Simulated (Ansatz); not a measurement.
Base system: W in the bcc (W type) structure (space group Im-3m, No. 229; a = 3.1542 Å; relaxed with 0.1 eV smearing). Axes: x, y, z lie along the cube axes.

The values are results of PBEsol, PAW, 420 eV (Ansatz, a program for electronic structure; scalar-relativistic without spin-orbit coupling), not measurements.

Before the change:

```
Item                            Result
-----------------------------  -------
Shortest interatomic distance  2.732 Å
```

Modification: uniaxial strain ε_yy = +0.76 %, all other strain components held at zero; the atoms relax in the strained cell.

Q: Estimate the effect on the energy relative to the base, stress and shortest interatomic distance.

A: The energy grows by 1.5 meV/atom; the stress (xx, yy, zz, yz, xz, xy; compression positive) amounts to (-1.6, -4.0, -1.6, 0.0, 0.0, 0.0) GPa; the shortest interatomic distance increases by 0.007 Å to 2.739 Å.

No phonon test of stability was made. The final runs are not spin-polarised.
